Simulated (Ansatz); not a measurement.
We consider CsCl-type AuZn (cubic form, which distorts at low temperature), described by PBEsol-D3(BJ) in Ansatz (plane waves, PAW).

Excerpt of the program's output:

```
Crystal: 2 atoms, lattice volume = 29.497 Å³
Basis set: ecut = 520 eV, 799 PW (Γ), exchange–correlation on 48×48×48 points (8 copies of the dense FFT grid, shifted against one another)
Bands: 20, of which v1, the nominal top of the filled ones, is band 16 counted from 1 (15 counted from 0)
Symmetry: 48 space group operations
Space group: Pm-3m (ITA 221), of the structure as read, at distance tolerance 3.1e-5 Å
k-points: 220 of 5832
Functional: x = pbesol(κ = 0.804, μ = 0.12345679012345678), c = pbesol(β = 0.046)
SCF iter   1: F=—  HF=-16289.509848 eV  |F-HF|=—  |Δ(HF+E_count)|=         —  Δρ=4.75e-3  dr2=3.86e-3
SCF iter   2: F=—  HF=-16289.509516 eV  |F-HF|=—  |Δ(HF+E_count)|=   3.32e-4  Δρ=1.43e-3  dr2=4.23e-4
  ...
SCF iter   7: F=—  HF=-16289.509290 eV  |F-HF|=—  |Δ(HF+E_count)|=   2.06e-8  Δρ=2.33e-6  dr2=3.53e-10
SCF iter   8: F=-16289.509290 eV  HF=-16289.509290 eV  |F-HF|=5.46e-12  |Δ(HF+E_count)|=  6.91e-11  Δρ=2.30e-7  dr2=4.53e-12
SCF 1 converged in 8 iterations: F = -16289.509290 eV  dr2 = 4.53e-12
SCF converged after 8 iterations
Free energy (F): -16289.509290 eV
Internal energy: -16289.505774 eV  (E = F + TS)
E sigma→0 (E₀):  -16289.507532 eV
Fermi energy:    18.200076 eV
--- Forces (eV/Å), atoms counted from 1 ---
  atom   1  Zn     0.00000000    -0.00000000     0.00000000
  atom   2  Au    -0.00000000     0.00000000    -0.00000000
--- Stress (GPa, compression-positive) ---
       -0.000045       0.000000       0.000000
       -0.000000      -0.000045      -0.000000
        0.000000      -0.000000      -0.000045
  P = ⅓ Tr σ = -0.0000 GPa (-0.000 kbar)
```

Problem. Write an input file that could have produced this run (the log leaves some choices open).

Solution. This is not unique; one that fits is 
Ansatz 0.2 input:
```yaml
crystal:
  lattice:
    - [3.0897678072, 0.0, 0.0]
    - [0.0, 3.0897678072, 0.0]
    - [0.0, 0.0, 3.0897678072]
  atoms:
    - { symbol: Zn, position: [0.5, 0.5, 0.5] }
    - { symbol: Au, position: [0.0, 0.0, 0.0] }
basis:
  ecutwfc: 520
  ecutrho_ratio: 4
  xc_grid: 2
kpoints:
  mp_grid: { grid: [18, 18, 18] }
hamiltonian:
  xc: pbesol
  dispersion: d3bj
  pseudopotentials: { kind: paw }
scf:
  occupations: { method: fermi_dirac, width: 0.05 }
  convergence: { dr2_threshold: 0.0000000002 }
output:
  forces: true
  stress: true
  eigenvalues: true
```

The PAW data were made under PBE.

Note: symmetry holds this phase in the static calculation, where it need not be a minimum.

Ansatz is a first-principles code.
